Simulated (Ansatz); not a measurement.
Consider Ce in the fcc (Cu type) structure (space group Fm-3m, No. 225; a = 4.5822 Å).

Level of theory: Ansatz (an electronic-structure program) PBEsol, spin-orbit coupling left out.

Base values:

- Pressure = 0.0 GPa
- Band gap = zero

Now apply this change: an isotropic linear strain of −0.61 %; the atoms relax in the strained cell.

Q: What does the calculation give for the pressure, energy relative to the base and band gap after the change?

A: The pressure goes from zero to 1.0 GPa; the energy grows by 1.3 meV/atom; the band gap stays zero.

Open 4f shells without U are poorly described, and the f state was not checked. No phonon test of stability was made. Starting moments died away, wholly or in part, for the base; another magnetic solution may exist. All final runs are without spin polarisation.
